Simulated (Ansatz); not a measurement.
Base system: FeS2 (space group Pnnm, No. 58; non-magnetic).

FeS2 is taken in the orthorhombic space group Pnnm (No. 58), Pearson symbol oP6. Lattice parameters: a = 4.3675 Å, b = 5.3332 Å, c = 3.3445 Å, α = β = γ = 90.00°. Fe on 2a has 6 S at 2.192–2.209 Å (octahedral). S on 4g has 3 Fe at 2.192–2.209 Å and 1 S at 2.252 Å (tetrahedral). (Neighbours: up to the widest gap in distance over summed covalent radii, below 1.35, at either atom; cation-cation and far metal-metal contacts left out.)

Method: PBEsol, PAW, 420 eV (Ansatz, an electronic-structure program; no spin-orbit coupling), earlier PAW set.

Before the change:

| Property | Value |
|---|---|
| Band gap | 0.91 eV |
| Volume per atom | 12.98 Å³ |

Modification: full substitution S → Se, then cell and atoms are relaxed.

Tabulated Pauling electronegativity and covalent radius: S 2.58, 1.05 Å; Se 2.55, 1.20 Å.

### Question
What does the calculation give for the band gap and volume per atom after the change?

### Answer
The band gap shrinks by 0.569 eV (0.91 eV → 0.35 eV); the volume per atom increases by 2.894 Å³ (12.98 Å³ → 15.88 Å³).

Whether these cells are dynamically stable was not tested. Seeded moments were not kept for S → Se and the base. All final runs are without spin polarisation.
